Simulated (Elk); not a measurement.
# Worked example: self-consistent single point of Si2Mo (I4/mmm, 3 atoms in the cell) in Elk

Computed with PBE, all-electron FP-LAPW, Elk's shipped species files, APW+lo basis with extra local orbitals run with Elk.

This input was run:

```
tasks
  0

xctype
  20

rgkmax
  7.5

gmaxvr
  14.0

nxlo
  2

lorbcnd
  .true.

rmtscf
  0.97

lmaxi
  3

stype
  0

swidth
  0.00999582

scale
  8.604930696

avec
   -0.3546580029    0.3546580029    0.8651216111
    0.3546580029   -0.3546580029    0.8651216111
    0.3546580029    0.3546580029   -0.8651216111

sppath
  'species/'

atoms
  2   : nspecies
  'Si.in'   : spfname
  2   : natoms; atposl, bfcmt below
  0.6645700000  0.6645700000  0.0000000000    0.0 0.0 0.0
  0.3354300000  0.3354300000  0.0000000000    0.0 0.0 0.0
  'Mo.in'   : spfname
  1   : natoms; atposl, bfcmt below
  0.0000000000  0.0000000000  0.0000000000    0.0 0.0 0.0

ngridk
  14 14 14
```

The program printed (abridged):

```
│ Elk code version 10.2.4 │

All units are atomic (Hartree, Bohr, etc.)

│ Ground-state run starting from atomic densities │

Lattice vectors :
  -3.051807536       3.051807536       7.444311507
   3.051807536      -3.051807536       7.444311507
   3.051807536       3.051807536      -7.444311507

Unit cell volume      :    277.3312514
Brillouin zone volume :   0.8944185416

Muffin-tin inner radius fraction :   0.1000000000E-01

Nuclei treated as point charges

Species :    1 (Si)
 parameters loaded from : Si.in
 name : silicon
 nuclear charge    :   -14.00000000
 electronic charge :    14.00000000
 atomic mass :    51196.73454
 muffin-tin radius :    2.134000000
 number of radial points in muffin-tin :    397
 atomic positions (lattice), magnetic fields (Cartesian) :
   1 :  -0.33543000 -0.33543000  0.00000000    0.00000000  0.00000000  0.00000000
   2 :   0.33543000  0.33543000  0.00000000    0.00000000  0.00000000  0.00000000

Species :    2 (Mo)
 parameters loaded from : Mo.in
 name : molybdenum
 nuclear charge    :   -42.00000000
 electronic charge :    42.00000000
 atomic mass :    174887.9212
 muffin-tin radius :    2.522000000
 number of radial points in muffin-tin :    597
 atomic positions (lattice), magnetic fields (Cartesian) :
   1 :   0.00000000  0.00000000  0.00000000    0.00000000  0.00000000  0.00000000

Total number of atoms per unit cell :    3

Spin treatment :
 spin-unpolarised

Number of Bravais lattice symmetries :   16
Number of crystal symmetries         :   16
Crystal has inversion symmetry
Real symmetric eigensolver will be used

k-point grid :     14    14    14
k-point offset :    0.000000000       0.000000000       0.000000000
k-point set is reduced with full crystal symmetry group
Total number of k-points :      244

Muffin-tin radius times maximum |G+k| :    7.500000000
 using average radius
Maximum |G+k| for APW functions       :    3.313696613
Maximum (1/2)|G+k|²                   :    5.490292620
Maximum |G| for potential and density :    14.00000000
 potential will be trimmed for |G| > 2 gkmax
Constant for pseudocharge density :    9
Radial integration step length :    4

G-vector grid sizes :     40    40    40
Number of G-vectors :    12789

Maximum angular momentum used for
 APW functions                      :    8
 outer part of muffin-tin           :    6
 inner part of muffin-tin           :    3

Total nuclear charge    :   -70.00000000
Total core charge       :    48.00000000
Total valence charge    :    22.00000000
Total excess charge     :    0.000000000
Total electronic charge :    70.00000000

Effective Wigner radius, rₛ :   0.9816064137

Number of empty states         :   12
Total number of valence states :   23
Total number of core states    :   48

Conduction state local-orbitals added automatically
Total number of local-orbitals :  213

Exchange-correlation functional :     20     0     0
 Perdew-Burke-Ernzerhof, Phys. Rev. Lett. 77, 3865 (1996)
 gradient requirement :    1
 generalised gradient approximation (GGA)

Smearing type :    0
 Gaussian
Smearing width :   0.9995820000E-02
Effective electronic temperature (K) :    3156.430308

Mixing type :    3
 Broyden mixing, J. Phys. A: Math. Gen. 17, L317 (1984)

Kohn-Sham potential initialised from atomic data

│ Self-consistent loop started │
│ Loop number : 1 │
 total energy                :     -4624.66714811
│ Loop number : 2 │
 total energy                :     -4625.07697331
RMS change in Kohn-Sham potential (target) :   0.4511492728     (  0.1000000000E-05)
Absolute change in total energy (target)   :   0.4098252004     (  0.1000000000E-03)
│ Loop number : 3 │
 total energy                :     -4624.83944550
RMS change in Kohn-Sham potential (target) :   0.4438065536     (  0.1000000000E-05)
Absolute change in total energy (target)   :   0.1350715112     (  0.1000000000E-03)
│ Loop number : 4 │
 total energy                :     -4628.28419175
RMS change in Kohn-Sham potential (target) :   0.2124755567     (  0.1000000000E-05)
Absolute change in total energy (target)   :    3.410978373     (  0.1000000000E-03)
│ Loop number : 5 │
 total energy                :     -4629.56130255
RMS change in Kohn-Sham potential (target) :   0.7303322533E-01 (  0.1000000000E-05)
Absolute change in total energy (target)   :    2.129855389     (  0.1000000000E-03)
│ Loop number : 6 │
 total energy                :     -4629.78882549
RMS change in Kohn-Sham potential (target) :   0.1990035748E-01 (  0.1000000000E-05)
Absolute change in total energy (target)   :   0.7599867895     (  0.1000000000E-03)
│ Loop number : 7 │
 total energy                :     -4629.89642944
RMS change in Kohn-Sham potential (target) :   0.1120019772E-02 (  0.1000000000E-05)
Absolute change in total energy (target)   :   0.2976006487     (  0.1000000000E-03)
│ Loop number : 8 │
 total energy                :     -4629.84957412
RMS change in Kohn-Sham potential (target) :   0.8853820717E-03 (  0.1000000000E-05)
Absolute change in total energy (target)   :   0.2754483926E-01 (  0.1000000000E-03)
│ Loop number : 9 │
 total energy                :     -4629.89595247
RMS change in Kohn-Sham potential (target) :   0.4781760254E-03 (  0.1000000000E-05)
Absolute change in total energy (target)   :   0.5326455973E-01 (  0.1000000000E-03)
│ Loop number : 10 │
 total energy                :     -4629.86470749
RMS change in Kohn-Sham potential (target) :   0.6187943185E-04 (  0.1000000000E-05)
Absolute change in total energy (target)   :   0.1792883267E-01 (  0.1000000000E-03)
│ Loop number : 11 │
 total energy                :     -4629.87002326
RMS change in Kohn-Sham potential (target) :   0.3362762188E-04 (  0.1000000000E-05)
Absolute change in total energy (target)   :   0.8335534449E-03 (  0.1000000000E-03)
│ Loop number : 12 │
 total energy                :     -4629.86938809
RMS change in Kohn-Sham potential (target) :   0.1271749202E-04 (  0.1000000000E-05)
Absolute change in total energy (target)   :   0.4267746281E-03 (  0.1000000000E-03)
│ Loop number : 13 │
 total energy                :     -4629.86891521
RMS change in Kohn-Sham potential (target) :   0.2985393684E-05 (  0.1000000000E-05)
Absolute change in total energy (target)   :   0.5795746765E-03 (  0.1000000000E-03)
│ Loop number : 14 │
 total energy                :     -4629.86877936
RMS change in Kohn-Sham potential (target) :   0.3942781718E-06 (  0.1000000000E-05)
Absolute change in total energy (target)   :   0.2807404553E-03 (  0.1000000000E-03)
│ Loop number : 15 │
 total energy                :     -4629.86876181
RMS change in Kohn-Sham potential (target) :   0.1288281857E-06 (  0.1000000000E-05)
Absolute change in total energy (target)   :   0.8774235175E-04 (  0.1000000000E-03)
Convergence targets achieved

│ Loop number : 16 │

Energies :
 Fermi                       :     0.442329147141
 sum of eigenvalues          :     -2715.29393392
 electron kinetic            :      4779.81724354
 core electron kinetic       :      4672.84404570
 Coulomb                     :     -9243.73395867
 Coulomb potential           :     -7279.43214491
 nuclear-nuclear             :     -492.420498338
 electron-nuclear            :     -10223.1947757
 Hartree                     :      1471.88131542
 Madelung                    :     -5604.01788621
 xc potential                :     -215.679032546
 exchange                    :     -162.629330485
 correlation                 :     -3.32270926355
 total energy                :     -4629.86875488

Density of states at Fermi energy :    8.017017945
 (states/Hartree/unit cell)

Estimated indirect band gap :   0.4708329474E-02
 from k-point    238 to k-point    237
Estimated direct band gap   :   0.1494056365E-01
 at k-point    238

Charges :
 core                        :    48.00000000
 valence                     :    22.00000000
 interstitial                :    5.252444639
 muffin-tins (core leakage)
  species :    1 (Si)
   atom    1                 :    12.11519687     (  0.1867471971E-02)
   atom    2                 :    12.11519687     (  0.1867471971E-02)
  species :    2 (Mo)
   atom    1                 :    40.51716162     (  0.5768345623E-06)
 total in muffin-tins        :    64.74755536
 total calculated charge     :    69.99569476
 total charge                :    70.00000000
 error                       :   0.4305236936E-02

│ Self-consistent loop stopped │
```

The run converged in 16 iterations. The count includes the last loop, which Elk runs after its targets are met.

The starting cell comes from a database of computed structures (which also holds hypothetical and non-ambient phases and stackings), without a prior relaxation at this level. Its lattice was rescaled by a random factor within 2.5 % of one. Spin polarisation is off. Values depend on the basis (sphere radii, cutoffs, local orbitals), which need not be converged. The log's line on a gap gives a spacing of levels on this mesh, which the program prints for metals too.

Cost on one core of a shared machine: roughly 2 min.
